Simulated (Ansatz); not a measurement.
A self-consistent single point of TiCo (P4mm, 2 atoms in the cell) with Ansatz (a program for electronic structure).

Level of theory: LDA (PW92), default PAW files made with PBE (plane waves; Ansatz).

```xyz
2
Lattice="2.9810 0.0000 0.0000 0.0000 2.9810 0.0000 0.0000 0.0000 2.9810" Properties=species:S:1:pos:R:3 pbc="T T T"
Ti     0.0000     0.0000     0.0500
Co     1.4905     1.4905     1.4905
```

Reference input (self-consistent single point, DFT, LDA (PW92), plane waves, default PAW files made with PBE): basis.ecutwfc = 420 eV; kpoints.mp_grid.grid = 11 11 11; hamiltonian.xc = lda; hamiltonian.pseudopotentials = {kind: paw} (the program's default PAW files); scf.occupations.method = fermi_dirac; scf.occupations.width = 0.1 eV. This run's input differs from it in these lines:

Ansatz 0.2 input:
```diff
@@ -12,3 +12,3 @@
 kpoints:
-  mp_grid: { grid: [11, 11, 11] }
+  mp_grid: { grid: [10, 10, 10] }
 hamiltonian:
@@ -17,3 +17,3 @@
 scf:
-  occupations: { method: fermi_dirac, width: 0.1 }
+  occupations: { method: fermi_dirac, width: 0.02 }
 output:
```

Output, abridged:

```
SCF iter   1: F=—  HF=-7513.868093 eV  |F-HF|=—  |Δ(HF+E_count)|=         —  Δρ=1.19e-2  dr2=1.25e-2  ethr=1.77e-3  ⟨swp⟩=4.0  Hψ=9341  notcnv=0
all-band conjugate gradients solve this SCF's bands
preconditioner: auto → none
SCF iter   2: F=—  HF=-7513.865540 eV  |F-HF|=—  |Δ(HF+E_count)|=   2.55e-3  Δρ=5.30e-3  dr2=5.73e-3  ethr=4.32e-5  ⟨swp⟩=2.5  Hψ=5068  notcnv=0  defer=11
SCF iter   3: F=—  HF=-7513.865075 eV  |F-HF|=—  |Δ(HF+E_count)|=   4.65e-4  Δρ=2.42e-3  dr2=1.22e-3  ethr=1.98e-5  ⟨swp⟩=2.0  Hψ=2877  notcnv=0  defer=11
SCF iter   4: F=—  HF=-7513.865006 eV  |F-HF|=—  |Δ(HF+E_count)|=   6.85e-5  Δρ=5.61e-4  dr2=4.77e-5  ethr=4.20e-6  ⟨swp⟩=1.1  Hψ=2396  notcnv=0  defer=11
SCF iter   5: F=—  HF=-7513.865001 eV  |F-HF|=—  |Δ(HF+E_count)|=   5.18e-6  Δρ=4.83e-5  dr2=3.18e-7  ethr=1.64e-7  ⟨swp⟩=2.2  Hψ=3923  notcnv=0  defer=11
SCF iter   6: F=-7513.865001 eV  HF=-7513.865001 eV  |F-HF|=2.04e-8  |Δ(HF+E_count)|=   1.48e-8  Δρ=1.06e-5  dr2=2.49e-8  ethr=3.45e-10  ⟨swp⟩=4.9  Hψ=8984  notcnv=0
SCF 1 converged in 6 iterations: F = -7513.865001 eV  dr2 = 2.49e-8
Free energy (F): -7513.865001 eV
Internal energy: -7513.861995 eV  (E = F + TS)
E sigma→0 (E₀):  -7513.863498 eV
Entropy (-TS):   -0.003006 eV (-1.503 meV/atom)
Fermi energy:    16.400920 eV
--- Forces (eV/Å), atoms counted from 1 ---
  atom   1  Ti     0.00000000     0.00000000    -0.16966430
  atom   2  Co    -0.00000000     0.00000000     0.16970734
--- Stress (GPa, compression-positive) ---
      -14.503847       0.000000       0.000000
        0.000000     -14.503847       0.000000
        0.000000       0.000000     -14.495534
  P = ⅓ Tr σ = -14.5011 GPa (-145.011 kbar)
  The stress holds the Pulay correction. Without it, at fixed plane waves, as pw.x and ABINIT print it: P = -14.6444 GPa
```

The run converged in 6 iterations. Against the reference run the free energy rises by 21.1 meV/atom, the pressure goes from -14.09 to -14.50 GPa and the largest force hardly changes (0.166 to 0.170 eV/Å).

The starting cell has typed, rounded lattice constants, without a prior relaxation at this level. Its lattice was rescaled by up to half a per cent. One atom was moved a little off its site on purpose. Spin polarisation is off. With a pressure of about -15 GPa the cell is away from its equilibrium volume at this level. Ansatz's pressure includes its estimate of the finite-basis (Pulay) stress.
